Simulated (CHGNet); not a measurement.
L1₂ (Cu3Au-type) Ni₃Fe

Level of theory: the machine-learned potential CHGNet 0.3.0 (trained on PBE and PBE+U data).

Cell (relaxed at this level):

```
CELL_PARAMETERS angstrom
      3.52230     0.00000     0.00000
      0.00000     3.52230     0.00000
      0.00000     0.00000     3.52230
ATOMIC_POSITIONS crystal
  Fe 0.00000 0.00000 0.00000
  Ni 0.00000 0.50000 0.50000
  Ni 0.50000 0.00000 0.50000
  Ni 0.50000 0.50000 0.00000
```

```json
{
  "equilibrium_lattice_constant_a": "3.522 Å",
  "equilibrium_volume_per_atom": "10.92 Å³/atom"
}
```

Measured, for comparison: lattice constant a 3.545 Å (temperature not stated, copied from a table, unchecked, no zero-point or thermal correction; as tabulated in Mineralogical Magazine 44, 225 (1981)). Computed (rounded) less measured: lattice constant a not scored (unchecked). A static lattice is as a rule a little smaller and stiffer than an uncorrected measurement, which narrows the difference in the lattice constant a and would widen misses of the other sign.

A machine-learned potential is trained on density-functional data: it inherits that level's misses and adds fitting errors of its own.
